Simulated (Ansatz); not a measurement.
Base system: HgSe in the zinc blende structure (space group F-43m, No. 216).

```
CELL_PARAMETERS angstrom
      0.00000     3.06639     3.06639
      3.06639     0.00000     3.06639
      3.06639     3.06639     0.00000
ATOMIC_POSITIONS crystal
  Hg 0.00000 0.00000 0.00000
  Se 0.25000 0.25000 0.25000
```

Level of theory: PBEsol (Ansatz, a program for electronic structure; PAW; 420 eV plane waves; no spin-orbit coupling).

For the base:

The shortest interatomic distance comes out as 2.656 Å.

One thing is altered: a hydrostatic pressure of 15 GPa.

Task: How does this affect the shortest interatomic distance?

Result: The shortest interatomic distance drops by 0.158 Å to 2.498 Å.

Load acts through the strain it causes; cell and atoms are relaxed under it. No phonon test of stability was made. Tetrahedral semiconductors of this kind turn to denser phases somewhere between about 1 and 50 GPa; those were not computed, so compressed cells here can lie past the real transition. The final runs are not spin-polarised.
